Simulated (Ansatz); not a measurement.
End structure of a constructed model of the (111) surface of fcc Cu, (√3x√3)R30° surface alloy, Si on one Cu site of the top plane (bottom of the slab: a bare face, its two planes held):

```xyz
18
Lattice="3.8502 2.2229 0.0000 -3.8502 2.2229 0.0000 0.0000 0.0000 26.5000" Properties=species:S:1:pos:R:3 pbc="T T T"
Cu    -2.5668     1.4819     8.0315
Cu     0.0000     1.4819     8.0315
Cu     2.5668     1.4819     8.0315
Cu    -1.2834     0.7410    10.1273
Cu     1.2834     0.7410    10.1273
Cu     0.0000     2.9639    10.1273
Cu     0.0000     0.0000    12.2201
Cu    -1.2834     2.2229    12.2101
Cu     1.2834     2.2229    12.2101
Cu    -2.5596     1.4778    14.3106
Cu     0.0000     1.4902    14.3106
Cu     2.5596     1.4778    14.3106
Cu    -1.2740     0.7356    16.4029
Cu     1.2740     0.7356    16.4029
Cu     0.0000     2.9747    16.4029
Si     0.0000     0.0000    18.4684
Cu    -1.2834     2.2229    18.5556
Cu     1.2834     2.2229    18.5556
```

Set-up: 18 atoms, 10.4 Å thick at the start with caps and adatoms (thin: gaps and levels are the slab's own); mesh 10x10x1; 0.1 eV smearing; dipole correction on; 6 atoms held, the rest relaxed; symmetry of the start imposed; no spin, no spin-orbit, no U. It is one candidate, not shown to be the stable structure of the face.

### Question
Predict the work function of the top face from PBE (Ansatz, a first-principles code).

### Answer
4.73 eV
